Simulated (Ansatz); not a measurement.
Base system: CdSe in the wurtzite structure (space group P6_3mc, No. 186; a = 4.2475 Å, c = 6.9410 Å). Axes: x lies along a and z along c of the hexagonal cell.

Calculations: LDA/PAW in Ansatz (a first-principles code), spin-orbit coupling left out.

For the base:

The band gap comes out as 0.46 eV and the valence-band top at Γ comes out as 0.00, 0.00, -0.07 eV.

The change: compressive biaxial strain of 0.60 % in the plane normal to [001], as in epitaxy on a mismatched substrate; the out-of-plane cell vector and the atoms relax.

Task: What does the calculation give for the band gap after the change?

Result: The band gap falls by 0.01 eV, from 0.46 eV to 0.45 eV.

Task: What does the calculation give for the valence-band top at Γ after the change?

Result: The valence-band top at Γ (three highest levels, from the VBM) changes from 0.00, 0.00, -0.07 eV to 0.00, 0.00, -0.12 eV.

Task: What does the calculation give for the in-plane stress after the change?

Result: The mean in-plane stress (compression positive) comes out as +0.5 GPa.

Whether these cells are dynamically stable was not tested.
